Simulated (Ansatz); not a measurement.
Take Y in the hcp (Mg type) structure (space group P6_3/mmc, No. 194; a = 3.656 Å, c = 5.679 Å) as the base.

(Cell as relaxed with PBE.)

Levels (all Ansatz, a first-principles code, PAW, earlier PAW set): PBE (420 eV, scalar-relativistic without spin-orbit coupling); r2SCAN (500 eV, spin-orbit coupling left out).

Each level relaxes its own structure.

```
quantity                  PBE    r2SCAN
-------------------  --------  --------
volume per atom      32.86 Å³  33.46 Å³
lattice parameter a   3.656 Å   3.683 Å
lattice parameter c   5.679 Å   5.698 Å
band gap                 zero      zero
```

PBE's volume per atom lies 0.60 Å³ below r2SCAN's (1.8 %); PBE's lattice parameter a lies 0.027 Å below r2SCAN's (0.7 %); PBE's lattice parameter c lies 0.0196 Å below r2SCAN's (0.3 %); the two agree on the band gap. Neither level is exact; r2SCAN is the comparison here, not a measurement.

Whether these cells are dynamically stable was not tested. All final runs are without spin polarisation.
